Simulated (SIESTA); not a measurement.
**A short convergence ladder for ZrOs (Pm-3m, 2 atoms in the cell)**

```yaml
crystal:
  lattice:
    - [3.28632, 0.00000, 0.00000]
    - [0.00000, 3.28632, 0.00000]
    - [0.00000, 0.00000, 3.28632]
  atoms:
    - { symbol: Zr, position: [0.50000, 0.50000, 0.50000] }
    - { symbol: Os, position: [0.00000, 0.00000, 0.00000] }
```

Base method: LDA PW92, numerical atomic orbitals DZP, PseudoDojo LDA standard norm-conserving potentials (rewritten from UPF to PSML) run with SIESTA.

Base settings: XC.functional = LDA; XC.authors = PW92; potentials = PseudoDojo LDA standard; PAO.BasisSize = DZP; PAO.EnergyShift = 0.01 Ry; MeshCutoff = 350 Ry; kgrid.MonkhorstPack = 5 5 5; OccupationFunction = MP; OccupationMPOrder = 0; ElectronicTemperature = 1160.45 K.

Core times come from one kind of shared machine, to one figure; runs under 30 s give none.

**The force threshold of a relaxation**

On ZrOs (P4mm, 2 atoms in the cell): one atom moved by 0.15 angstrom.

In this ladder: MD.TypeOfRun = Broyden; MD.Steps = 40.

The mesh stays at the base's, so the ladder's end is converged at best in this setting alone.

Only quantities that move along the ladder and can be compared are tabulated.

| MD.MaxForceTol | free energy less the last step's (meV/atom) | largest force left (eV/Å) | relaxation steps | core time / last (rough) |
|---|---|---|---|---|
| 0.2 eV/Ang | 0.44 | 0.1043 | 4 | 0.7 |
| 0.1 eV/Ang | 0.04 | 0.0316 | 5 | 0.7 |
| 0.05 eV/Ang | 0.04 | 0.0316 | 5 | 0.5 |
| 0.03 eV/Ang | 0.01 | 0.0185 | 6 | 0.6 |
| 0.02 eV/Ang | 0.01 | 0.0185 | 6 | 0.8 |
| 0.01 eV/Ang | 0.00 | 0.0057 | 7 | 0.6 |
| 0.005 eV/Ang | 0.00 | 0.0030 | 8 | 1 |
| 0.002 eV/Ang | 0.00 | 0.0010 | 9 | 0.8 |
| 0.001 eV/Ang | 0.00 | 0.0010 | 9 | 1 |

Coarsest MD.MaxForceTol that holds the free energy within 0.05 meV/atom of the last step, with all finer ones: 0.1 eV/Ang; the step before is off by 0.44 meV/atom.

Coarsest MD.MaxForceTol that holds the largest force left within 0.02 eV/Å of the last step, with all finer ones: 0.03 eV/Ang; the step before is off by 0.031 eV/Å.

On the base run: the starting cell comes from a database of computed structures (which also holds hypothetical and non-ambient phases and stackings), without a prior relaxation at this level. Its lattice was rescaled by up to half a per cent. Spin polarisation is off. Values carry the incompleteness of an atom-centred basis. In the base run, with a pressure of about -14 GPa the cell is away from its equilibrium volume at this level. Without a gap this mesh is coarse (it stands for a supercell whose shortest vector is 16 Å).
